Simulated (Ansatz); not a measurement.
## CoPdO2, pressure series

The reference is CoPdO$_{2}$ (space group R-3m, No. 166; a = 2.862 Å, c = 17.834 Å (hexagonal axes); non-magnetic).

Cell and atoms are relaxed at each pressure.

All numbers come from Ansatz (an electronic-structure program), PBE, PAW, cutoff 420 eV, no SOC.

```csv
variant,c/a ratio,density
base,6.231,7.77 g/cm³
pressure −2 GPa,6.216,7.69 g/cm³
pressure −1 GPa,6.224,7.73 g/cm³
pressure 1.8 GPa,6.245,7.84 g/cm³
pressure 4.2 GPa,6.262,7.93 g/cm³
pressure 9 GPa,6.294,8.10 g/cm³
pressure 18 GPa,6.350,8.39 g/cm³
pressure 30 GPa,6.416,8.73 g/cm³
pressure 45 GPa,6.489,9.11 g/cm³
pressure 60 GPa,6.554,9.44 g/cm³
```

Load acts through the strain it causes; cell and atoms are relaxed under it. No phonon test of stability was made. Competing high-pressure phases were not computed. Seeded moments were not kept for the base. No Hubbard U is applied and the magnetic state is the run's own (CoPdO2 not spin-polarised; CoPdO2 non-magnetic); other magnetic orders, which need larger cells, were not tried and can change the gap. All final runs are without spin polarisation. An odd electron count without spin: CoPdO2.
